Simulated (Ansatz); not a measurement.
C: pressure series

The parent structure is C (space group Fmmm, No. 69; layered, stacked along the Cartesian z axis).

```cif
data_C2
_chemical_formula_sum 'C2'
_space_group_name_H-M_alt 'P 1'
_space_group_IT_number 1
_cell_length_a 3.98977
_cell_length_b 3.59290
_cell_length_c 2.45475
_cell_angle_alpha 80.154
_cell_angle_beta 62.531
_cell_angle_gamma 37.315
loop_
_space_group_symop_operation_xyz
  'x, y, z'
loop_
_atom_site_label
_atom_site_type_symbol
_atom_site_fract_x
_atom_site_fract_y
_atom_site_fract_z
_atom_site_occupancy
C1 C 0.16665 0.83335 0.16665 1
C2 C 0.83335 0.16665 0.83335 1
```

Cell and atoms are relaxed at each pressure.

Method: r2SCAN+rVV10 (Ansatz, an electronic-structure program; PAW; 500 eV plane waves; without spin-orbit coupling).

Notes on the quantities. enthalpy: H = E + PV relative to the base's energy.

```tsv
variant	enthalpy	density
base	–	2.26 g/cm³
pressure −1 GPa	-0.06 eV/atom	2.19 g/cm³
pressure 0.3 GPa	+0.02 eV/atom	2.28 g/cm³
pressure 0.7 GPa	+0.04 eV/atom	2.30 g/cm³
pressure 1.5 GPa	+0.08 eV/atom	2.34 g/cm³
pressure 3 GPa	+0.16 eV/atom	2.40 g/cm³
pressure 5 GPa	+0.26 eV/atom	2.47 g/cm³
pressure 7.5 GPa	+0.39 eV/atom	[?]
pressure 10 GPa	+0.51 eV/atom	2.60 g/cm³
```

What belongs in the blanks?


- pressure 7.5 GPa, density: 2.54 g/cm³

The mesh was chosen for an insulator and is coarse for the gapless case. Load acts through the strain it causes; cell and atoms are relaxed under it. No phonon test of stability was made. No other phases were tried under pressure. The base started in Cmme and relaxed to Fmmm at this level. This is not the structure that C has at room temperature and ambient pressure.
